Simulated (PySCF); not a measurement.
PySCF 2.14.0, R2SCAN/def2-svpd, df: Sb(I)3 ([I][Sb]([I])[I]), 4 atoms. The geometry is a generated start, not checked to be a minimum at this level.

- task: energy
- method: r2scan
- basis: def2-svpd
- two-electron scheme: density fitting
- mol.max_memory: 3000 MB
- mf.max_cycle: 100
- mf.init_guess: minao (default)
- mf.DIIS: CDIIS (default)
- mf.conv_tol: 1e-09 (default)
- mf.grids.level: 3 (default)
- effective core potentials: those of the basis set, past Kr
- basis functions: 137
- grid points: 87832

```xyz
4

Sb     0.0088    -0.0015     1.0179
I     -1.8516    -1.5101    -0.3313
I     -0.3926     2.3489    -0.3454
I      2.2354    -0.8374    -0.3412
```

One run each on 2 threads, 1 BLAS thread. Values of diis_space tried: 3, 5, 8 (default), 12, 20.

Which value of diis_space needs the fewest Fock builds, and what happens away from it?

Fewest Fock builds, within one of each other: 8 (default) with 15, 12 with 15, 20 with 15. The count rises to 26 at 3. All converge to one solution.

```tsv
diis_space	Fock builds	end
3	26	same solution
5	19	same solution
8 (default)	15	same solution
12	15	same solution
20	15	same solution
```
